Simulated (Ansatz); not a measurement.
The parent structure is HfO2 in the CdI2 type structure (space group P-3m1, No. 164; a = 3.208 Å, c = 4.515 Å; a hypothetical phase, not in the database extracts checked; layered, stacked along the Cartesian z axis).

Levels (all Ansatz, a first-principles code, PAW): PBEsol-D3(BJ) (420 eV, without spin-orbit coupling); r2SCAN (500 eV, no spin-orbit coupling); HSE06 (420 eV, spin-orbit coupling left out).

One geometry, relaxed with PBEsol-D3(BJ), under each level:

```json
[
 {"level": "PBEsol-D3(BJ)", "band gap": "4.40 eV", "lowest conduction level above the VBM at special points": "M 4.40 eV; K 4.44 eV; L 4.94 eV; A 4.97 eV"},
 {"level": "r2SCAN", "band gap": "4.97 eV", "lowest conduction level above the VBM at special points": "M 4.97 eV; K 5.00 eV; L 5.53 eV; A 5.57 eV"},
 {"level": "HSE06", "band gap": "[?]", "lowest conduction level above the VBM at special points": "[?]"}
]
```

Q: Give the withheld HSE06 results.

A: 
- HSE06, band gap: 6.11 eV
- HSE06, lowest conduction level above the VBM at special points: M 6.11 eV; K 6.18 eV; L 6.69 eV; Γ 6.88 eV

Single points use the geometry relaxed with PBEsol-D3(BJ). The hybrid gap comes from the SCF mesh plus the semilocal run's edge points and a few special points and is an upper bound. Spin-orbit coupling, missing from the scalar runs, can matter with Hf. Stability against distortions was not tested.
